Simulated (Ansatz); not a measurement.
System: L1₂ (Cu3Au-type) Pt3Ti. Method: Hartree–Fock (plane waves, PAW; Ansatz, a quantum-chemistry and plane-wave program).

Numerical settings: plane-wave cutoff 460 eV, 8×8×8 k mesh, Fermi–Dirac smearing 0.05 eV, no spin polarisation, scalar-relativistic PAW data made under PBE.

Computed at the level's own relaxed cell.

### Question
What does this level give for the volume per atom, bulk modulus, lattice parameter a and pressure derivative B′ of the bulk modulus?

### Answer

volume per atom: 15.51 Å³/atom
bulk modulus: 244 GPa
lattice parameter a: 3.959 Å
pressure derivative B′ of the bulk modulus: 5.2

Measured, for comparison: equilibrium volume per atom 15.01 Å³/atom, lattice constant a 3.916 Å (temperature not stated, no zero-point or thermal correction; as tabulated in Molecular Dynamics Simulations of PtTi High-Temperature Shape Memory Alloys …). Computed (rounded) less measured: equilibrium volume per atom +3.3 %, lattice constant a +1.1 %.

Note: the run has no spin polarisation, so it can have missed a magnetic state.

Spin–orbit coupling is not included.

Computed values are for the static lattice.
